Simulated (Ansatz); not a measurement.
Start from GaAs (space group Pm-3n, No. 223; a = 7.087 Å; a hypothetical phase, not in the database extracts checked).

(Cell as relaxed with PBE.)

Levels (all Ansatz, a quantum-chemistry and plane-wave program, PAW): PBE (420 eV, no spin-orbit coupling); PBEsol (420 eV, no spin-orbit coupling).

Each level relaxes its own structure.

```
base                      PBE    PBEsol
-------------------  --------  --------
volume per atom      29.66 Å³  28.37 Å³
lattice parameter a   7.087 Å   6.982 Å
band gap                 zero   0.28 eV
```

Now apply this change: cell and atoms relaxed at a pressure of 0.7 GPa.

| quantity | PBE | PBEsol |
|---|---|---|
| volume per atom | 29.22 Å³ | … |
| valley order (the lowest conduction-band minima on the path, energy above the VBM, named in the base's zone) | Γ 0.12 eV; a point along ⟨100⟩, about 0.3 Å⁻¹ from Γ 0.75 eV | … |

### Question
Given the PBE results, estimate those of PBEsol.

### Answer

- volume per atom, PBEsol: 28.00 Å³
- valley order (the lowest conduction-band minima on the path, energy above the VBM, named in the base's zone), PBEsol: Γ 0.38 eV; a point along ⟨100⟩, about 0.3 Å⁻¹ from Γ 0.67 eV

PBE's volume per atom lies 1.22 Å³ above PBEsol's (4.4 %); both order the valleys alike. Neither level is exact; PBEsol is the comparison here, not a measurement.

Load acts through the strain it causes; cell and atoms are relaxed under it. Whether these cells are dynamically stable was not tested. The final runs are not spin-polarised. Gaps under 0.05 eV, about the width of the smearing, are given as zero. The zero or small gap of GaAs can change with the level of theory.
